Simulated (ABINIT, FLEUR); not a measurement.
An ABINIT input for a self-consistent single point of CaMg2 (P-6m2, 6 atoms in the cell) (DFT, PBEsol, plane waves, norm-conserving pseudopotentials (PseudoDojo nc-sr-04 PBEsol standard)):

```
# CaMg2, PseudoDojo nc-sr-04 PBEsol standard
pp_dirpath "./"
pseudos "Ca.upf, Mg.upf"
acell 3.4728401944 3.4728401944 16.6360020000 Angstrom
rprim
         1.0000000000   -0.0000000130    0.0000000000
        -0.4999999888    0.8660254103    0.0000000000
         0.0000000000    0.0000000000    1.0000000000
natom 6
ntypat 2
znucl 20 12
typat 1 1 2 2 2 2
xcart
         0.0000000000    0.0000000000   10.2923190617
         0.0000000000    0.0000000000   21.1451685271
         0.0000000000    0.0000000000    0.0000000000
         3.2813584456    1.8944931251    4.8728105763
         3.2813584456    1.8944931251   26.5646770125
         3.2813584456    1.8944931251   15.7187437944
ecut 84 Ry
ixc -116133
occopt 3
tsmear 0.1 eV
nband 39
kptopt 1
ngkpt 8 8 2
nshiftk 1
shiftk 0 0 0
nstep 80
tolvrs 1.0e-10
prtwf 0
prtden 0
enunit 2
```

Q: Give the FLEUR input for the same structure, mesh, smearing and functional.

A: One input that does it (others would too):

Input of the input generator:

```
CaMg2 FLAPW
&input film=f /
6.5627168420 -0.0000000852 0.0000000000
-3.2813583472 5.6834795457 0.0000000000
0.0000000000 0.0000000000 31.4374875887
1.0
1.0 1.0 1.0

6
20 0.0000001667 -0.0000001667 0.3273900000
20 0.0000001667 -0.0000001667 0.6726100000
12 0.0000001667 -0.0000001667 -0.0000000000
12 0.6666668333 0.3333331667 0.1550000000
12 0.6666668333 0.3333331667 0.8450000000
12 0.6666668333 0.3333331667 0.5000000000

&comp jspins=1 /
&exco xctyp='PBEs' /
&kpt div1=8 div2=8 div3=2 gamma=t /
&end /
```

```xml
<?xml version="1.0" encoding="UTF-8" standalone="no"?>
<fleurInput fleurInputVersion="0.39">
   <comment>
      CaMg2 FLAPW                                                                                         
   </comment>
   <calculationSetup>
      <cutoffs Kmax="3.8" Gmax="11.4" GmaxXC="11.4" numbands="0"/>
      <scfLoop itmax="100" minDistance="0.00001" maxIterBroyd="15" imix="Anderson" alpha="0.05" precondParam="0.0" spinf="2.0"/>
      <coreElectrons ctail="T" frcor="F" kcrel="0" coretail_lmax="0"/>
      <xcFunctional name="PBEs" relativisticCorrections="F"/>
      <magnetism jspins="1"/>
      <soc l_soc="F" theta="0.0" phi="0.0" spav="F"/>
      <expertModes spex="0" secvar="F"/>
      <geometryOptimization l_f="T" forcealpha="1.0" forcemix="BFGS" epsdisp="0.00001" epsforce="0.00001"/>
      <ldaU l_linMix="F" mixParam="0.05" spinf="1.0"/>
   </calculationSetup>
   <cell>
      <bzIntegration valenceElectrons="60.0" mode="hist" fermiSmearingEnergy="0.00367493">
         <kPointListSelection listName="default-1"/>
         <!-- k-points included here -->
         <xi:include xmlns:xi="http://www.w3.org/2001/XInclude" href="kpts.xml"> </xi:include>
      </bzIntegration>
      <!-- symmetry operations included here -->
      <xi:include xmlns:xi="http://www.w3.org/2001/XInclude" href="sym.xml"> </xi:include>
      <bulkLattice scale="1.0">
         <bravaisMatrix>
            <row-1>    6.5627168420000004    -0.0000000852000000     0.0000000000000000</row-1>
            <row-2>   -3.2813583471999999     5.6834795457000000     0.0000000000000000</row-2>
            <row-3>    0.0000000000000000     0.0000000000000000    31.4374875887000016</row-3>
         </bravaisMatrix>
      </bulkLattice>
   </cell>
   <atomSpecies>
      <species name="Calcium (Ca)" element="Ca" atomicNumber="20">
         <mtSphere radius="2.68" gridPoints="925" logIncrement="0.013"/>
         <atomicCutoffs lmax="10" lnonsphr="8"/>
         <electronConfig flipSpins="F">
            <coreConfig>(1s1/2) (2s1/2) (2p1/2) (2p3/2)</coreConfig>
            <valenceConfig>(3s1/2) (3p1/2) (3p3/2) (4s1/2)</valenceConfig>
         </electronConfig>
         <energyParameters s="4" p="4" d="3" f="4"/>
         <lo type="SCLO" l="0" n="3" eDeriv="0"/>
         <lo type="SCLO" l="1" n="3" eDeriv="0"/>
      </species>
      <species name="Magnesium (Mg)" element="Mg" atomicNumber="12">
         <mtSphere radius="2.68" gridPoints="925" logIncrement="0.013"/>
         <atomicCutoffs lmax="10" lnonsphr="8"/>
         <electronConfig flipSpins="F">
            <coreConfig>(1s1/2)</coreConfig>
            <valenceConfig>(2s1/2) (2p1/2) (2p3/2) (3s1/2)</valenceConfig>
         </electronConfig>
         <energyParameters s="3" p="3" d="3" f="4"/>
         <lo type="SCLO" l="0" n="2" eDeriv="0"/>
         <lo type="SCLO" l="1" n="2" eDeriv="0"/>
      </species>
   </atomSpecies>
   <atomGroups>
      <atomGroup species="Calcium (Ca)">
         <relPos label="                   1">.0000000000 .0000000000 .3273900000</relPos>
         <relPos label="                   2">.0000000000 .0000000000 -.3273900000</relPos>
         <force calculate="T" relaxXYZ="TTT"/>
      </atomGroup>
      <atomGroup species="Magnesium (Mg)">
         <relPos label="                   3">.0000000000 .0000000000 .0000000000</relPos>
         <force calculate="T" relaxXYZ="TTT"/>
      </atomGroup>
      <atomGroup species="Magnesium (Mg)">
         <relPos label="                   4">-1.000/3.000 1.000/3.000 .1550000000</relPos>
         <relPos label="                   5">-1.000/3.000 1.000/3.000 -.1550000000</relPos>
         <force calculate="T" relaxXYZ="TTT"/>
      </atomGroup>
      <atomGroup species="Magnesium (Mg)">
         <relPos label="                   6">-1.000/3.000 1.000/3.000 1.000/2.000</relPos>
         <force calculate="T" relaxXYZ="TTT"/>
      </atomGroup>
   </atomGroups>
   <output dos="F" band="F" slice="F">
      <checks vchk="F" cdinf="F"/>
      <bandDOS minEnergy="-.5*Htr" maxEnergy="0.5*Htr" sigma="0.015" storeEVData="T"/>
      <vacuumDOS vacdos="F" integ="F" star="F" nstars="0" locx1="0.0" locy1="0.0" locx2="0.0" locy2="0.0" nstm="0" tworkf="0.0"/>
      <unfoldingBand unfoldBand="F" supercellX="1" supercellY="1" supercellZ="1"/>
      <plotting iplot="0" polar="F">
         <plot TwoD="T" vec1="  1.0  0.0  0.0" vec2="  0.0  1.0  0.0" vec3="  0.0  0.0  1.0" zero="  0.0  0.0  0.0" file="plot"/>
      </plotting>
      <chargeDensitySlicing numkpt="0" minEigenval="0.0" maxEigenval="0.0" nnne="0" pallst="F"/>
      <specialOutput eonly="F"/>
      <magneticCircularDichroism mcd="F" energyLo="-10.0" energyUp="0.0"/>
   </output>
  <!-- We include the file relax.xml here to enable relaxations (see documentation) -->
  <xi:include xmlns:xi="http://www.w3.org/2001/XInclude" href="relax.xml"> <xi:fallback/> </xi:include>
</fleurInput>
```

Basis, cutoffs, solver keys and any potentials are the target program's own. This input uses DFT, PBEsol, all-electron FLAPW (FLEUR), scalar-relativistic valence.

The starting cell comes from a database of computed structures (which also holds hypothetical and non-ambient phases and stackings), without a prior relaxation at this level. Its lattice was rescaled by a random factor within 2.5 % of one.
